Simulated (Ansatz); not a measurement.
Functionals compared on CH3 on the 1x1 (111) surface of fcc Ag, one in a 2x2 cell, started at the site 'bridge Ag-Ag (span 2.9 Å)', in Ansatz (plane waves, PAW). The structure was relaxed with PBE; the other rows are single points on it, each with its references at the same level. Cutoff 420 eV (500 eV for r2SCAN).

Model: 20-atom slab, 7.1 Å thick at the start under the adsorbate (thin: gaps and levels are the slab's own), 6x6x1 mesh, Fermi-Dirac 0.1 eV, dipole correction, 8 atoms held, the rest relaxed; no symmetry held; spin-polarised, no spin-orbit, no U, no dispersion correction. The starting moment vanished. At the end it is bonded to Ag. In PBE it is, or lies within 0.03 eV of, the lowest of the starts that converged. These notes are the PBE run's. r2SCAN: The program's check for a lower electronic state was not made. Adsorption energies are against CH4(g) − ½ H2(g). A negative adsorption energy means that the adsorbate is more stable on the surface than in its reference.

| functional | adsorption energy (eV) | work function of the top face (eV) | change of the work function (eV) | magnetic moment of the cell (μB) | rough cost of the single point |
|---|---|---|---|---|---|
| PBE | 1.52 | 4.51 | 0.07 | 0.00 | – |
| RPBE | 1.64 | 4.40 | 0.16 | 0.00 | roughly 16 core-minutes |
| r2SCAN | (withheld) | (withheld) | (withheld) | 0.00 | very roughly 30 core-minutes |

Task: Some entries are withheld; supply them.

Result: 
- r2SCAN, adsorption energy (eV): 1.45
- r2SCAN, work function of the top face (eV): 4.52
- r2SCAN, change of the work function (eV): 0.11

Ansatz is an electronic-structure program.
